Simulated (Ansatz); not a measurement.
Take Cs in the bcc (W type) structure (space group Im-3m, No. 229; relaxed with 0.1 eV smearing) as the base.

```
Cs
1.0
   -3.00358     3.00358     3.00358
    3.00358    -3.00358     3.00358
    3.00358     3.00358    -3.00358
Cs
1
Cartesian
  0.00000   0.00000   0.00000
```

Cartesian axes are those of the cell as printed.

Calculations: PBEsol, PAW, 420 eV (Ansatz, an electronic-structure program; no spin-orbit coupling).

It is then changed as follows: the cell is compressed by 2.50 % along z with no lateral relaxation, atoms relaxed at fixed cell.

**Question.** Predict the new energy relative to the base.

**Answer.** The energy increases by 0.5 meV/atom.

**Question.** Predict the new stress.

**Answer.** The stress (xx, yy, zz, yz, xz, xy; compression positive) is (0.1, 0.1, 0.1, 0.0, 0.0, 0.0) GPa.

The cells carry an imposed strain or load. No phonon test of stability was made. The final runs are not spin-polarised.
